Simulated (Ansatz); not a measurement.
Abridged Ansatz (a program for electronic structure) output:

```
Relaxation: its limit of steps is 50 (relax.max_steps)
Pseudopotential: W, paw, valence charge 14
Pseudopotential: C, paw, valence charge 4
Crystal: 2 atoms, lattice volume = 20.572 Å³
Basis set: ecut = 420 eV, 405 PW (Γ), exchange–correlation on 40×40×40 points (8 copies of the dense FFT grid, shifted against one another)
Bands: 13, of which v1, the nominal top of the filled ones, is band 9 counted from 1 (8 counted from 0)
Symmetry: 2 space group operations
k-points: 2772 of 10580 (time reversal used)
Functional: x = pbesol(κ = 0.804, μ = 0.12345679012345678), c = pbesol(β = 0.046)
SCF iter   1: F=—  HF=-10503.721656 eV  |F-HF|=—  |Δ(HF+E_count)|=         —  Δρ=1.22e-2  dr2=2.62e-2  ethr=1.77e-3  ⟨swp⟩=5.2  Hψ=175496  notcnv=0
SCF iter   2: F=—  HF=-10503.720030 eV  |F-HF|=—  |Δ(HF+E_count)|=   1.63e-3  Δρ=7.81e-3  dr2=1.23e-2  ethr=1.45e-4  ⟨swp⟩=1.0  Hψ=58212  notcnv=0
SCF 1 converged in 8 iterations: F = -10503.717802 eV  dr2 = 4.72e-13
relax step   1: F+E_penalty+E_count = -10503.71780166 eV  Δ(F+E_penalty+E_count) = +0.000e0 eV  max|allowed force component| = 2.482e-2 eV/Å  Δτ_max = 0.0000 Å  (8 SCF iters, accepted)
Crystal: 2 atoms, lattice volume = 20.572 Å³
SCF iter   1: F=—  HF=-10503.717828 eV  |F-HF|=—  |Δ(HF+E_count)|=         —  Δρ=1.51e-4  dr2=3.84e-6  ethr=2.12e-8  ⟨swp⟩=1.0  Hψ=138969  notcnv=0
SCF iter   2: F=—  HF=-10503.717821 eV  |F-HF|=—  |Δ(HF+E_count)|=   7.30e-6  Δρ=4.57e-5  dr2=2.15e-7  ethr=2.12e-8  ⟨swp⟩=2.1  Hψ=45466  notcnv=0
SCF 2 converged in 6 iterations: F = -10503.717820 eV  dr2 = 4.66e-14
relax step   2: F+E_penalty+E_count = -10503.71781999 eV  Δ(F+E_penalty+E_count) = -1.833e-5 eV  max|allowed force component| = 5.214e-3 eV/Å  Δτ_max = 0.0006 Å  (6 SCF iters, accepted)
Crystal: 2 atoms, lattice volume = 20.572 Å³
SCF iter   1: F=—  HF=-10503.717827 eV  |F-HF|=—  |Δ(HF+E_count)|=         —  Δρ=4.02e-5  dr2=2.72e-7  ethr=1.51e-8  ⟨swp⟩=2.0  Hψ=93446  notcnv=0
SCF iter   2: F=—  HF=-10503.717821 eV  |F-HF|=—  |Δ(HF+E_count)|=   6.34e-6  Δρ=1.22e-5  dr2=1.54e-8  ethr=1.51e-9  ⟨swp⟩=1.6  Hψ=64311  notcnv=0
SCF 3 converged in 8 iterations: F = -10503.717821 eV  dr2 = 5.24e-18
relax step   3: F+E_penalty+E_count = -10503.71782083 eV  Δ(F+E_penalty+E_count) = -8.454e-7 eV  max|allowed force component| = 1.507e-6 eV/Å  Δτ_max = 0.0002 Å  (8 SCF iters, accepted)
SCF converged after 8 iterations
Free energy (F): -10503.717821 eV
Internal energy: -10503.707640 eV  (E = F + TS)
E sigma→0 (E₀):  -10503.712730 eV
Entropy (-TS):   -0.010181 eV (-5.091 meV/atom)
Fermi energy:    20.663245 eV
--- Forces (eV/Å), atoms counted from 1 ---
  atom   1  W     -0.00000000    -0.00000150    -0.00000000
  atom   2  C     -0.00000000     0.00000151    -0.00000000
--- Stress (GPa, compression-positive) ---
        0.412906      -0.000000      -9.138190
       -0.000000       0.263024       0.000000
       -9.138190       0.000000       0.394745
  P = ⅓ Tr σ = 0.3569 GPa (3.569 kbar)
--- Relaxed structure (3 steps of the walk, 3 accepted, 0 SCFs on fresh bases) ---
  atoms:
    - { symbol: W, position: [0.00015384440626519871, 0.0003076888125303697, -1.6909863479842688e-21] }
    - { symbol: C, position: [0.3331794889437347, 0.6663589778874696, 0.49999999999999994] }
```

Problem. What was computed, and what are the main results?

Solution. WC, 2 atoms in the cell, with Ansatz PBEsol, no spin-orbit coupling. The last SCF converged to F = -10503.717821 eV, or -5251.8589 eV per atom, at a pressure of 0.36 GPa. The total energy compares only with runs of the same code, potentials and settings.

The cells carry an imposed strain or load. No phonon test of stability was made. The final runs are not spin-polarised. The cell was made from WC (space group P-6m2, No. 187) by this change: tensor shear ε_xz = +1.43 %.

Keys are those of Ansatz 0.2.
